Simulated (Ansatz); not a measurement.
Results of LDA (Ansatz, a program for electronic structure, PAW) for MgO (model structure, started from the BeO type, P4₂/mnm, No. 136, 8 atoms in the cell).

Run with plane-wave cutoff 520 eV, 6×6×10 k mesh (along the axes of the cell as run), Fermi–Dirac smearing 0.01 eV, scalar-relativistic PAW data made under PBE.

Cell (relaxed with PBEsol):

```
CELL_PARAMETERS angstrom
      5.50983     0.00000     0.00000
      0.00000     5.50983     0.00000
      0.00000     0.00000     3.27640
ATOMIC_POSITIONS crystal
  Mg 0.32051 0.67949 0.00000
  Mg 0.67949 0.32051 0.00000
  Mg 0.82051 0.82051 0.50000
  Mg 0.17949 0.17949 0.50000
  O  0.31658 0.31658 0.00000
  O  0.68342 0.68342 0.00000
  O  0.18342 0.81658 0.50000
  O  0.81658 0.18342 0.50000
```

Q: What does this level give for the band gap and smallest direct gap on the k points sampled?

A: 
band gap: 3.36 eV
smallest direct gap on the k points sampled: 3.38 eV

Note: the relaxation could raise the start's symmetry but not lower it, so the cell can be a saddle point; cell and atoms aren't relaxed at this level (pressure -4.3 GPa).

Computed values are for the static lattice.

A model structure was made by putting elements into a prototype or built by hand; it is no filed structure, need not be a known phase, and can be a saddle point held by its symmetry.
